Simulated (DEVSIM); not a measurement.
# abrupt Si n-p junction

Structure: abrupt Si n-p junction, at 300 K.

```
layer (left to right)  material  thickness (μm)  Nd (cm⁻³)  Na (cm⁻³)  τn (s)  τp (s)
---------------------  --------  --------------  ---------  ---------  ------  ------
1                            Si            7.10     3.1e18          -  4.6e-5  4.6e-5
2                            Si            2.20          -     4.2e15  4.6e-5  4.6e-5
```

Left contact: ohmic. Right contact: ohmic. Voltage is applied to the left contact. Recombination: SRH at mid-gap. Mobility is μmin + (μ − μmin)/(1 + (N/Nref)^α).

The device is made up for the run: typed textbook-type constants, with dimensions and the other settings drawn at random. Values at 300 K.

```csv
parameter,Si
gap (eV),1.124
affinity (eV),4.05
permittivity,11.7
Nc (cm⁻³),2.86e19
Nv (cm⁻³),3.1e19
μn (cm²/Vs),1417
μp (cm²/Vs),470
"μn,min",52
"μp,min",45
"Nref,n",9.7e16
"Nref,p",2.2e17
αn,0.68
αp,0.72
```

Simulated with DEVSIM: 1D drift-diffusion, Boltzmann statistics, complete ionisation; no tunnelling, impact ionisation, image-force lowering or self-heating.

```json
{
  "potential_step_across_the_device_at_zero_bias": "0.836 V",
  "largest_field_in_the_device_at_zero_bias": "100000 V/cm",
  "Dark forward voltage at 1 A/cm²": "0.544 V",
  "Dark forward voltage at 100 A/cm²": "0.675 V"
}
```

Small-signal capacitance in reverse bias (quasi-static):

```csv
V (V),C (nF/cm²)
0.04,21.6
0.1,20.7
0.2,19.5
0.3,18.5
0.4,17.6
0.6,16.2
0.8,15.1
1,14.2
1.3,13.1
1.6,12.2
2,11.3
```

Dark reverse current:

```csv
V (V),J (A/cm²)
0.04,7.3e-10
0.10,9.6e-10
0.20,1.1e-9
0.30,1.2e-9
0.40,1.2e-9
0.60,1.4e-9
0.80,1.5e-9
1.00,1.6e-9
1.30,1.8e-9
1.60,2.0e-9
2.00,2.2e-9
```
